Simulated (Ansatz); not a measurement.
Given:

```xyz
2
Lattice="4.4284 0.0000 0.0000 2.2142 3.8351 0.0000 2.2142 -1.2784 3.6462" Properties=species:S:1:pos:R:3 pbc="T T T"
Sn     0.0000     0.0000     0.0000
Te     2.2142     1.2784     1.8231
```

No spin polarisation.

Computed with Ansatz (a program for electronic structure) PBEsol, no SOC. Settings: 13×13×13 k-points, 0.05 eV Fermi–Dirac smearing.

Problem. Predict the pressure and space group.

Solution. The pressure (mean of the normal stresses, compression positive) is 0.19 GPa and the space group comes out as R-3m (No. 166).

The cells carry an imposed strain or load. Whether these cells are dynamically stable was not tested. The cell was made from SnTe in the rock salt structure (space group Fm-3m, No. 225) by this change: biaxial strain −0.42 %, plane normal [111], relaxed out of plane.
